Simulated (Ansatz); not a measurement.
# A short convergence ladder for Mo (Im-3m, 1 atom in the cell)

```yaml
crystal:
  lattice:
    - [-1.56713, 1.56713, 1.56713]
    - [1.56713, -1.56713, 1.56713]
    - [1.56713, 1.56713, -1.56713]
  atoms:
    - { symbol: Mo, position: [0.00000, 0.00000, 0.00000] }
```

Base method: LDA (PW92), PAW files made with PBE (plane waves; Ansatz, a program for electronic structure).

Base settings: basis.ecutwfc = 420 eV; kpoints.mp_grid.grid = 15 15 15; hamiltonian.xc = lda; hamiltonian.pseudopotentials = {kind: paw} (the program's default PAW files); scf.occupations.method = fermi_dirac; scf.occupations.width = 0.1 eV.

**The q mesh of the phonons**

In this ladder: kpoints.mp_grid.grid = 12 12 12; phonons.method = dfpt.

Only quantities that move along the ladder and can be compared are tabulated.

Thermal sums run over frequencies interpolated from this q mesh.

| phonons.qmesh | zero-point energy (meV/atom) | vibrational free energy at 300 K (meV/atom) |
|---|---|---|
| 2 2 2 | 35.35 | -6.94 |
| 3 3 3 | 36.07 | -5.42 |
| 4 4 4 | 35.64 | -6.08 |
| 6 6 6 | 35.87 | -5.73 |

Coarsest phonons.qmesh that holds the vibrational free energy at 300 K within 1 meV/atom of the last step, with all finer ones: 3 3 3; the step before is off by 1.2 meV/atom.

On the base run: the starting cell has typed, rounded lattice constants, without a prior relaxation at this level. Its lattice was rescaled by up to half a per cent. Spin polarisation is off. In the base run, with a pressure of about -6 GPa the cell is away from its equilibrium volume at this level.

Keys are those of Ansatz 0.2.
